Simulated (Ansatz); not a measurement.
Reference: MgSc (Pm-3m), PBEsol, DFPT electron-phonon coupling, linearised Boltzmann equation (plane waves, PAW, scalar-relativistic; Ansatz, an electronic-structure program); geometry: relaxed with this functional, without spin-orbit coupling.

Space group Pm-3m (No. 221); a = b = c = 3.5620 Å, α = β = γ = 90.00°

```
atom  site  symmetry       x       y       z
----  ----  --------  ------  ------  ------
Mg      1a      m-3m  0.0000  0.0000  0.0000
Sc      1b      m-3m  0.5000  0.5000  0.5000
```

resistivity at 300 K: 27 μΩ·cm
mean free path at 300 K: 4.2 nm

Swap Sc for La, keeping the structure type. How do these values move?

MgLa (Pm-3m): volume per atom 22.6 to 29.9 Å³; resistivity at 300 K rises (27 μΩ·cm to 41 μΩ·cm); mean free path at 300 K stays about the same (4.2 nm to 3.8 nm).

Swap Sc for Rh, keeping the structure type. How do these values move?

MgRh (Pm-3m): volume per atom 22.6 to 14.6 Å³; resistivity at 300 K falls (27 μΩ·cm to 5.1 μΩ·cm); mean free path at 300 K rises (4.2 nm to 16.2 nm).

Replace Mg by Cu on the same sites and relax. What happens?

ScCu (Pm-3m): volume per atom 22.6 to 16.5 Å³; resistivity at 300 K falls (27 μΩ·cm to 22 μΩ·cm); mean free path at 300 K stays about the same (4.2 nm to 4.6 nm).

Moves up to 17 % count as about the same. Metals; harmonic phonons alone scatter; means over directions. The mean free path is weighted by the current that each state carries. Halving the electron mesh moves these values by up to 12 %; q meshes are mostly untested. Some of the runs warned that the eigensolver left states short of its tolerance. Spin-orbit coupling is left out.

Formula and space group known from diffraction (Crystallography Open Database), not checked to be the room-temperature form: MgLa (Pm-3m), MgRh (Pm-3m), ScCu (Pm-3m). Computed structure with no diffraction record at hand here (it may be known, metastable or hypothetical): MgSc (Pm-3m).
